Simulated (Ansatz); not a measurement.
System: AlB2-type ZrB2. Method: RPBE (Ansatz, a program for electronic structure, PAW).

Run with plane-wave cutoff 520 eV, 18×18×12 k mesh (along the axes of the cell as run), Fermi–Dirac smearing 0.1 eV, perturbation theory, scalar-relativistic PAW data made under PBE.

Computed at the level's own relaxed cell.

Harmonic phonon frequencies (cm⁻¹; i marks an imaginary mode):

```
q point                          frequencies
-------  -----------------------------------
Γ              0 0 0 442 442 458 540 757 757
M        223 226 286 504 516 524 677 682 713
K        238 258 258 526 526 620 633 633 722
A        205 205 232 397 397 485 607 761 761
```

No imaginary mode appears at these points.
